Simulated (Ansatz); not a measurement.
Response to strain in MgO

Consider MgO in the rock salt structure (space group Fm-3m, No. 225).

```
MgO
1.0
    0.00000     2.07958     2.07958
    2.07958     0.00000     2.07958
    2.07958     2.07958     0.00000
Mg O
1 1
Direct
  0.00000   0.00000   0.00000
  0.50000   0.50000   0.50000
```

Strains are applied to the cell and any free atomic positions relax.

Level of theory: plane-wave PAW DFT at the LDA level (Ansatz, a first-principles code, 420 eV), spin-orbit coupling left out.

```tsv
isotropic strain (%)	band gap (eV)
-3	6.02
-1	5.35
-0.5	?
0	5.03
0.5	4.88
1	4.74
1.5	4.59
2.5	4.31
3	4.18
```

Fit E_g = E₀ + Dε (ε in %) to the rows shown and predict the withheld row.

Least squares on the printed values gives E₀ = 5.06 eV, D = -306 meV per % of strain (largest residual 0.04 eV); this predicts 5.21 eV, and the run gives 5.19 eV, 0.02 lower.

Whether these cells are dynamically stable was not tested.
